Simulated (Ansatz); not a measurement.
## Mg in the bcc (W type) structure (space group Im-3m, No. 229; a cell from a computed database, its experimental status unchecked)

```xyz
1
Lattice="-1.7782 1.7782 1.7782 1.7782 -1.7782 1.7782 1.7782 1.7782 -1.7782" Properties=species:S:1:pos:R:3 pbc="T T T"
Mg     0.0000     0.0000     0.0000
```

The values are results of Ansatz (a first-principles code), PBEsol, PAW, cutoff 420 eV, no spin-orbit coupling, not measurements. k-mesh 18×18×18 (Γ-centred); smearing 0.05 eV (Fermi–Dirac).

The volume per atom is 22.49 Å³ and the density comes out as 1.79 g/cm³. The band gap comes out as zero and the total energy is -1912.023 eV/atom (σ→0; compares only within this code and set-up).

Stability against distortions was not tested. This is not the structure that Mg has at room temperature and ambient pressure.
